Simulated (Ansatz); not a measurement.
## What uniaxial stress, 2 GPa tension along z does to BAs

Base system: BAs in the zinc blende structure (space group F-43m, No. 216; a = 4.7839 Å). Axes: x, y, z lie along the cube axes.

Perturbation: uniaxial stress, 2 GPa tension along z, with the cell and atoms free to relax against it.

Computed with Ansatz (an electronic-structure program), r2SCAN, PAW, cutoff 500 eV, no spin-orbit coupling. k-mesh 12×12×12 (Γ-centred); smearing 0.05 eV (Fermi–Dirac).

```json
[
 {"quantity": "shortest interatomic distance", "base": "2.071 Å", "changed": "2.075 Å", "shift": "+0.0033 Å"},
 {"quantity": "energy relative to the base (free energy F)", "base": "0 meV/atom", "changed": "+0.6 meV/atom", "shift": "+0.6 meV/atom"},
 {"quantity": "band gap", "base": "1.38 eV", "changed": "1.31 eV", "shift": "-0.07 eV"},
 {"quantity": "gap character", "base": "–", "changed": "indirect, Γ → Γ–X (82 % along)", "shift": "–"},
 {"quantity": "electron mass", "base": "1.1 mₑ along k, 0.21 mₑ across (off the special points)", "changed": "1.0 mₑ along k, 0.21 mₑ across (off the special points)", "shift": "–"},
 {"quantity": "valence-band top at Γ (three highest levels, from the VBM)", "base": "0.00, 0.00, 0.00 eV", "changed": "0.00, 0.00, -0.09 eV", "shift": "–"},
 {"quantity": "valley order (the lowest conduction-band minima on the path, energy above the VBM, named in the base's zone)", "base": "a point along ⟨100⟩, about 1.0 Å⁻¹ from Γ 1.38 eV", "changed": "a point along [010], about 1.1 Å⁻¹ from Γ 1.31 eV; a point along [001], about 1.1 Å⁻¹ from Γ 1.44 eV", "shift": "–"},
 {"quantity": "strain response (xx, yy, zz)", "base": "–", "changed": "(−0.14, −0.14, +0.76) %", "shift": "–"},
 {"quantity": "secant Young's modulus along z", "base": "–", "changed": "260 GPa", "shift": "–"},
 {"quantity": "mean lateral Poisson ratio", "base": "–", "changed": "0.18", "shift": "–"}
]
```

Final structure:

```
CELL_PARAMETERS angstrom
      0.00000     2.38865     2.41002
      2.38865     0.00000     2.41002
      2.38865     2.38865     0.00000
ATOMIC_POSITIONS crystal
  As 0.25000 0.25000 0.25000
  B  0.00000 0.00000 0.00000
```

Masses are band curvatures over ±0.01 Å⁻¹ around the edge. Along k means along the line from Γ to the band edge. Stability under load was not tested beyond the relaxation. k-point labels follow each cell's own Brillouin zone.
